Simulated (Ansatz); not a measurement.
Ga2O3 (model structure, started from the Al2S3 type, Cc, No. 9, 10 atoms in the cell) was calculated with r²SCAN+SOC (PAW; Ansatz, an electronic-structure program).

Settings: plane-wave cutoff 560 eV, 6×6×6 k mesh, Fermi–Dirac smearing 0.01 eV, PAW data made under PBE.

Cell (relaxed with PBEsol):

```cif
data_Ga4O6
_chemical_formula_sum 'Ga4 O6'
_space_group_name_H-M_alt 'P 1'
_space_group_IT_number 1
_cell_length_a 5.60635
_cell_length_b 5.60635
_cell_length_c 5.24755
_cell_angle_alpha 111.090
_cell_angle_beta 111.090
_cell_angle_gamma 63.240
loop_
_space_group_symop_operation_xyz
  'x, y, z'
loop_
_atom_site_label
_atom_site_type_symbol
_atom_site_fract_x
_atom_site_fract_y
_atom_site_fract_z
_atom_site_occupancy
Ga1 Ga 0.94845 0.20087 0.47610 1
Ga2 Ga 0.20087 0.94845 0.97610 1
Ga3 Ga 0.63130 0.83636 0.57422 1
Ga4 Ga 0.83636 0.63130 0.07422 1
O1 O 0.03706 0.28287 0.87091 1
O2 O 0.28287 0.03706 0.37091 1
O3 O 0.93189 0.81453 0.89336 1
O4 O 0.81453 0.93189 0.39336 1
O5 O 0.49187 0.74177 0.81045 1
O6 O 0.74177 0.49187 0.31045 1
```

Task: Estimate the band gap that the calculation returns.

Result: 
band gap: 3.03 eV (on the SCF k mesh)

Note: the relaxation could raise the start's symmetry but not lower it, so the cell can be a saddle point; cell and atoms aren't relaxed at this level (largest force component 0.08 eV/Å, pressure -1.2 GPa).

The computed numbers hold no vibrational or temperature effects.

Cost on a shared machine: very roughly 12 core-minutes.

A model structure was made by putting elements into a prototype or built by hand; it is no filed structure, need not be a known phase, and can be a saddle point held by its symmetry.
